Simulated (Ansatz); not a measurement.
# Pressure series in InAs

Base system: InAs in the zinc blende structure (space group F-43m, No. 216).

InAs is modelled in the cubic space group F-43m (No. 216), the zinc blende structure, Pearson symbol cF8. Cell: a = 6.026 Å, b = 6.026 Å, c = 6.026 Å, α = 90.00°, β = 90.00°, γ = 90.00°. In on 4a is surrounded by 4 As at 2.609 Å (tetrahedral). As on 4d is surrounded by 4 In at 2.609 Å (tetrahedral). (Neighbours: up to the widest gap in distance over summed covalent radii, below 1.35, at either atom; cation-cation and far metal-metal contacts left out.)
(The calculation used a cell of 2 atoms; values per cell refer to that cell.)

Cell and atoms are relaxed at each pressure.

All numbers come from plane-wave PAW DFT at the LDA level (Ansatz, a program for electronic structure, 420 eV), no SOC.

Q: Only one of these has a band gap. Which?
(A) pressure 4.5 GPa
(B) pressure 15 GPa
(C) pressure −1 GPa
(D) pressure 0.9 GPa

A: B, pressure 15 GPa. Computed: pressure 4.5 GPa: zero; pressure −1 GPa: zero; pressure 15 GPa: 0.46 eV; pressure 0.9 GPa: zero

A case with no gap was solved on a k-mesh chosen for an insulator, which is coarse for it. Load acts through the strain it causes; cell and atoms are relaxed under it. Stability against distortions was not tested. The final runs are not spin-polarised. Measured, InAs leaves this structure (for rock salt) near 7 GPa (temperature not stated; as listed in Datta, Sujoy, Jana, Debnarayan, arXiv (2020)). The zero or small gap of InAs can change with the level of theory.
